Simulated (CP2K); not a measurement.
Worked example: self-consistent single point of Ga₂Pt (P1, 3 atoms in the cell) in CP2K.

Method: PBEsol, GPW, TZVP-MOLOPT-SR-GTH basis, GTH-PBE potentials (GTH_POTENTIALS) (CP2K 2026.2).

```xyz
3
Lattice="4.1973 0.0000 0.0000 2.0986 3.6349 0.0000 2.0986 1.2116 3.4271" Properties=species:S:1:pos:R:3 pbc="T T T"
Ga     6.2810     3.6306     2.5457
Ga     2.0315     1.2807     0.8714
Pt     0.0820    -0.0647     0.0099
```

Reference input (self-consistent single point, DFT LDA (Pade form), GPW, TZVP-MOLOPT-SR-GTH basis, GTH-PADE potentials (GTH_POTENTIALS)): CUTOFF = 600 Ry; REL_CUTOFF = 50 Ry; SMEAR/METHOD = FERMI_DIRAC; ELECTRONIC_TEMPERATURE = 1160.45 K; KPOINTS/SCHEME = MONKHORST-PACK 6 6 6; GAMMA_CENTERED = T; XC_FUNCTIONAL = PADE; Ga/BASIS_SET = TZVP-MOLOPT-SR-GTH-q13; Ga/POTENTIAL = GTH-PADE-q13; Pt/BASIS_SET = TZVP-MOLOPT-SR-GTH-q18; Pt/POTENTIAL = GTH-PADE-q18; METHOD = GPW. This run's input differs from it in these lines:

```diff
@@ -44,3 +44,6 @@
     &XC
-      &XC_FUNCTIONAL PADE
+      &XC_FUNCTIONAL
+        &PBE
+          PARAMETRIZATION PBESOL
+        &END PBE
       &END XC_FUNCTIONAL
@@ -75,3 +78,3 @@
       BASIS_SET TZVP-MOLOPT-SR-GTH-q13
-      POTENTIAL GTH-PADE-q13
+      POTENTIAL GTH-PBE-q13
     &END KIND
@@ -79,3 +82,3 @@
       BASIS_SET TZVP-MOLOPT-SR-GTH-q18
-      POTENTIAL GTH-PADE-q18
+      POTENTIAL GTH-PBE-q18
     &END KIND
```

Output (repeated stretches shortened):

```
 SCF WAVEFUNCTION OPTIMIZATION

  Step     Update method      Time    Convergence         Total energy    Change
     1 NoMix/Diag. 0.20E+00      -     1.35699533      -269.5336176133 -2.70E+02
     2 Broy./Diag. 0.20E+00      -     0.05271536      -270.8352214898 -1.30E+00
     3 Broy./Diag. 0.20E+00      -     0.06765975      -269.8762447691  9.59E-01
     4 Broy./Diag. 0.20E+00      -     0.04225924      -269.0105814344  8.66E-01
     5 Broy./Diag. 0.20E+00      -     0.01121441      -268.9132938800  9.73E-02
     6 Broy./Diag. 0.20E+00      -     0.00202027      -268.9736261099 -6.03E-02
   [... 8 lines left out ...]
    15 Broy./Diag. 0.20E+00      -     0.00000090      -268.9877618861 -7.56E-07
    16 Broy./Diag. 0.20E+00      -     0.00000021      -268.9877622778 -3.92E-07
    17 Broy./Diag. 0.20E+00      -     0.00000014      -268.9877624457 -1.68E-07
    18 Broy./Diag. 0.20E+00      -     5.2025E-09      -268.9877624825 -3.68E-08
  *** SCF run converged in    18 steps ***

  Overlap energy of the core charge distribution:               0.00000000419689
  Self energy of the core charge distribution:               -377.38526102778087
  Core Hamiltonian energy:                                     98.97024534073412
  Hartree energy:                                              41.12818262847139
  Exchange-correlation energy:                                -31.69952827204508
  Electronic entropic energy:                                  -0.00140115605875
  Fermi energy:                                                 0.31021409153159

  Total energy:                                              -268.98776248247901
  Total energy (extrapolated to T->0):                       -268.98706190444966

   [... lines left out ...]

 STRESS| Analytical stress tensor [bar]
 STRESS|                        x                   y                   z
 STRESS|      x       -2.40202592449E+03   4.85129356829E+03  -1.89334813401E+03
 STRESS|      y        4.85129356829E+03   2.89427884868E+04  -9.05338536362E+03
 STRESS|      z       -1.89334813401E+03  -9.05338536362E+03   1.59026254567E+04
 STRESS| 1/3 Trace                                             1.41477960063E+04
```

The run converged in 18 iterations. Against the reference run the pressure goes from -5.17 to 1.41 GPa and the largest force goes from 0.704 to 1.212 eV/Å.

The starting cell comes from a database of computed structures (which also holds hypothetical and non-ambient phases and stackings), without a prior relaxation at this level. Its atoms were displaced at random from the sites of space group no. 225. Spin polarisation is off. Values carry the incompleteness of an atom-centred basis. The potentials were made for another functional than the one used. Forces in this geometry exceed 1 eV/Å.

Cost on one core of a shared machine: roughly 2 min.
